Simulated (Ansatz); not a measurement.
Density of states of CsSnI3 (Pnma, 20 atoms in the cell).

```
CELL_PARAMETERS angstrom
     10.75663     0.00000     0.00000
      0.00000     4.85451     0.00000
      0.00000     0.00000    18.23407
ATOMIC_POSITIONS crystal
  Cs 0.58415 0.25000 0.16990
  Cs 0.41585 0.75000 0.83010
  Cs 0.91585 0.75000 0.66990
  Cs 0.08415 0.25000 0.33010
  Sn 0.84136 0.25000 0.93810
  Sn 0.15864 0.75000 0.06190
  Sn 0.65864 0.75000 0.43810
  Sn 0.34136 0.25000 0.56190
  I  0.52685 0.75000 0.61560
  I  0.47315 0.25000 0.38440
  I  0.97315 0.25000 0.11560
  I  0.02685 0.75000 0.88440
  I  0.79401 0.75000 0.29136
  I  0.20599 0.25000 0.70864
  I  0.70599 0.25000 0.79136
  I  0.29401 0.75000 0.20864
  I  0.66611 0.75000 0.99863
  I  0.33389 0.25000 0.00137
  I  0.83389 0.25000 0.49863
  I  0.16611 0.75000 0.50137
```

Computed with PBE, PAW files (plane waves; Ansatz, a quantum-chemistry and plane-wave program).

SCF settings: basis.ecutwfc = 420 eV; kpoints.mp_grid.grid = 2 3 1; hamiltonian.xc = pbe; hamiltonian.pseudopotentials = {kind: paw} (the program's default PAW files); scf.occupations.method = fixed. Keys of the DOS step: output.dos.nscf_kmesh.grid = 4 6 2.

The starting cell comes from a database of computed structures (which also holds hypothetical and non-ambient phases and stackings), without a prior relaxation at this level. Its lattice was rescaled by a random factor within 2.5 % of one. Spin-orbit coupling is off.

Total DOS (both spins), as means of the tabulated values in each energy bin; the zero is the program's Fermi level or highest filled level, and the curve is cut to this window:

(E (eV), states/eV/cell): (-7.75, 48.0); (-7.25, 0.00); (-6.75, 0.00); (-6.25, 7.68); (-5.75, 8.32); (-5.25, 0.00); (-4.75, 0.00); (-4.25, 0.00); (-3.75, 0.00); (-3.25, 0.00); (-2.75, 11.9); (-2.25, 23.2); (-1.75, 21.3); (-1.25, 46.0); (-0.75, 26.9); (-0.25, 14.8); (0.25, 0.00); (0.75, 0.00); (1.25, 0.00); (1.75, 0.00); (2.25, 2.71); (2.75, 10.6)

The gap on the SCF mesh is 2.13 eV.

Keys are those of Ansatz 0.2.
